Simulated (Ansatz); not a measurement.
Start from HfS₂ in the CdI2 type structure (space group P-3m1, No. 164; a = 3.547 Å, c = 5.577 Å; layered, stacked along the Cartesian z axis). Axes: x lies along a and z along c of the hexagonal cell.

Method: DFT with PBEsol-D3(BJ), PAW potentials and a 420 eV plane-wave cutoff in Ansatz (a quantum-chemistry and plane-wave program), no SOC.

Modification: the cell is stretched by 0.50 % along x with no lateral relaxation, atoms relaxed at fixed cell.

Problem. What does the calculation give for the stress after the change?

Solution. The stress (xx, yy, zz, yz, xz, xy; compression positive) is (-0.76, -0.12, -0.05, -0.04, 0.00, 0.00) GPa.

The cells carry an imposed strain or load. Whether these cells are dynamically stable was not tested.
